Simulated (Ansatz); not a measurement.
Levels about the gap of amorphous B₆₀O₉₀ (150 atoms in a cell of 2028 Å³, 1.71 g/cm³; zone centre alone, so wide bands show as single levels with stretches between that a denser mesh fills), at the geometry that PBE-D3(BJ) relaxed, where it gives 0.0 GPa on a denser mesh. Exact exchange is cut at the faces of this small cell, which leaves a finite-size error. The participation number counts the atoms over which a state spreads; weights are charges in smoothed Voronoi cells. The levels come from a single point, so bond lengths are those of that geometry. Method of the levels: HSE06-D3(BJ), scalar-relativistic without spin-orbit coupling (Ansatz, an electronic-structure program). Sampling: the zone centre alone; Fermi-Dirac width 0.02 eV; no spin polarisation. At PBE the levels at the filled edge of the gap are localised (band-tail or defect states).

A CHGNet melt-quench gave the starting glass, which DFT then relaxed. O atoms were pushed apart under 1.9 Å during the dynamics, to hinder bonds among them. The hot cell started wider than the set density and was brought back towards it in steps. It is the lowest in DFT energy of 4 quenches. It is a model cell: composition and starting density were chosen by hand, and all elements were melted together. The geometry includes D3(BJ) dispersion. Its density started from a set value of 1.85 and ended at 1.71 g/cm³. The simulated quench (nominally 170 K/ps over its main leg) is rapid and tends to freeze in more defects than a deposited or slowly cooled glass has. One small periodic cell is one sample of the glass; other quenches scatter about these values. Volume and shape were free in the relaxation.

```json
[
 {"E - E(highest filled), eV": "-0.18", "filling": "filled", "participation number": "34.8", "largest on": "O, 2 neighbours", "weight O": "0.93", "weight B": "0.07"},
 {"E - E(highest filled), eV": "-0.17", "filling": "filled", "participation number": "21.5", "largest on": "O, 2 neighbours", "weight O": "0.93", "weight B": "0.07"},
 {"E - E(highest filled), eV": "-0.14", "filling": "filled", "participation number": "24.5", "largest on": "O, 2 neighbours", "weight O": "0.93", "weight B": "0.07"},
 {"E - E(highest filled), eV": "-0.13", "filling": "filled", "participation number": "30.4", "largest on": "O, 2 neighbours", "weight O": "0.93", "weight B": "0.07"},
 {"E - E(highest filled), eV": "-0.10", "filling": "filled", "participation number": "32.3", "largest on": "O, 2 neighbours", "weight O": "0.93", "weight B": "0.07"},
 {"E - E(highest filled), eV": "-0.02", "filling": "filled", "participation number": "7.3", "largest on": "O, 2 neighbours", "weight O": "0.93", "weight B": "0.07"},
 {"E - E(highest filled), eV": "0.00", "filling": "filled", "participation number": "13.0", "largest on": "O, 2 neighbours", "weight O": "0.94", "weight B": "0.06"},
 {"E - E(highest filled), eV": "7.69", "filling": "empty", "participation number": "119.2", "largest on": "O, 2 neighbours", "weight O": "0.69", "weight B": "0.31"},
 {"E - E(highest filled), eV": "8.13", "filling": "empty", "participation number": "31.4", "largest on": "B, 3 neighbours", "weight O": "0.32", "weight B": "0.68"},
 {"E - E(highest filled), eV": "8.17", "filling": "empty", "participation number": "41.5", "largest on": "B, 3 neighbours", "weight O": "0.32", "weight B": "0.68"},
 {"E - E(highest filled), eV": "8.26", "filling": "empty", "participation number": "21.5", "largest on": "B, 3 neighbours", "weight O": "0.34", "weight B": "0.66"},
 {"E - E(highest filled), eV": "8.28", "filling": "empty", "participation number": "35.7", "largest on": "B, 3 neighbours", "weight O": "0.35", "weight B": "0.65"},
 {"E - E(highest filled), eV": "8.32", "filling": "empty", "participation number": "34.9", "largest on": "B, 3 neighbours", "weight O": "0.33", "weight B": "0.67"},
 {"E - E(highest filled), eV": "8.45", "filling": "empty", "participation number": "30.8", "largest on": "B, 3 neighbours", "weight O": "0.33", "weight B": "0.67"}
]
```

Most localised among these is the filled level at -0.02 eV, on a O atom, which has 2 neighbours (B 1.38 Å, B 1.39 Å).
